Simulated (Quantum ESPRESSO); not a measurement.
Worked example: self-consistent single point of CsSnI3 (Pnma, 20 atoms in the cell) in Quantum ESPRESSO.

Method of the run: PBE, GBRV 1.5 ultrasoft (PBE) pseudopotentials (plane waves; Quantum ESPRESSO 7.5).

```
CELL_PARAMETERS angstrom
     10.49169     0.00000     0.00000
      0.00000     4.73494     0.00000
      0.00000     0.00000    17.78495
ATOMIC_POSITIONS crystal
  Cs 0.58415 0.25000 0.16990
  Cs 0.41585 0.75000 0.83010
  Cs 0.91585 0.75000 0.66990
  Cs 0.08415 0.25000 0.33010
  Sn 0.84136 0.25000 0.93810
  Sn 0.15864 0.75000 0.06190
  Sn 0.65864 0.75000 0.43810
  Sn 0.34136 0.25000 0.56190
  I  0.52685 0.75000 0.61560
  I  0.47315 0.25000 0.38440
  I  0.97315 0.25000 0.11560
  I  0.02685 0.75000 0.88440
  I  0.79401 0.75000 0.29136
  I  0.20599 0.25000 0.70864
  I  0.70599 0.25000 0.79136
  I  0.29401 0.75000 0.20864
  I  0.66611 0.75000 0.99863
  I  0.33389 0.25000 0.00137
  I  0.83389 0.25000 0.49863
  I  0.16611 0.75000 0.50137
```

Reference input (self-consistent single point, DFT, PBE, plane waves, GBRV 1.5 ultrasoft (PBE) pseudopotentials): ecutwfc = 40 Ry; ecutrho = 200 Ry; occupations = fixed; potentials = {Cs: cs_pbe_v1.uspp.F.UPF, Sn: sn_pbe_v1.4.uspp.F.UPF, I: i_pbe_v1.uspp.F.UPF}; K_POINTS = automatic 2 3 1 0 0 0; nbnd = 96; conv_thr = 1e-10 Ry; mixing_beta = 0.5. This run's input differs from it in these lines:

```diff
@@ -18,3 +18,3 @@
 &electrons
-  conv_thr = 1e-10
+  conv_thr = 7.3e-04
   mixing_beta = 0.5
```

Output, abridged:

```
     Self-consistent Calculation

     iteration #  1     ecut=    40.00 Ry     beta= 0.50

     Threshold (ethr) on eigenvalues was too large:
     Diagonalizing with lowered threshold

     total energy              =   -1678.02040401 Ry
     estimated scf accuracy    <       1.43088112 Ry

     iteration #  2     ecut=    40.00 Ry     beta= 0.50

     total energy              =   -1678.33734979 Ry
     estimated scf accuracy    <       0.40572974 Ry

     iteration #  3     ecut=    40.00 Ry     beta= 0.50

     total energy              =   -1678.43294037 Ry
     estimated scf accuracy    <       0.03452293 Ry

     iteration #  4     ecut=    40.00 Ry     beta= 0.50

     total energy              =   -1678.43846018 Ry
     estimated scf accuracy    <       0.00301995 Ry

     iteration #  5     ecut=    40.00 Ry     beta= 0.50
     End of self-consistent calculation

     highest occupied, lowest unoccupied level (ev):     3.7668    5.8288

!    total energy              =   -1678.43906109 Ry
     estimated scf accuracy    <       0.00059092 Ry

     convergence has been achieved in   5 iterations

     Forces acting on atoms (cartesian axes, Ry/au):

     atom    1 type  1   force =    -0.00016875    0.00000000    0.00128733
     atom    2 type  1   force =     0.00016875    0.00000000   -0.00128733
     atom    3 type  1   force =     0.00016875    0.00000000    0.00128733
     atom    4 type  1   force =    -0.00016875    0.00000000   -0.00128733
     atom    5 type  2   force =    -0.00866712    0.00000000    0.02365122
     atom    6 type  2   force =     0.00866712    0.00000000   -0.02365122
   [... lines left out ...]
     Total force =     0.054513     Total SCF correction =     0.071230
   [... lines left out ...]
     SCF correction compared to forces is large: reduce conv_thr to get better values

          total   stress  (Ry/bohr**3)                   (kbar)     P=        8.31
   0.00005672   0.00000000   0.00000000            8.34        0.00        0.00
   0.00000000   0.00005501   0.00000000            0.00        8.09        0.00
   0.00000000   0.00000000   0.00005785            0.00        0.00        8.51

   JOB DONE.
```

The run converged in 5 iterations. Against the reference run the free energy is nearly the same (within 1 meV/atom), the pressure goes from 1.04 to 0.83 GPa, the largest force goes from 0.188 to 0.648 eV/Å and the gap on the mesh hardly changes (2.060 to 2.062 eV). The full log also holds: “SCF correction compared to forces is large: reduce conv_thr to get better values”.

The starting cell comes from a database of computed structures (which also holds hypothetical and non-ambient phases and stackings), without a prior relaxation at this level. Its lattice was rescaled by a random factor within 2.5 % of one. Spin-orbit coupling is off.

Cost on one core of a shared machine: roughly 3 min.
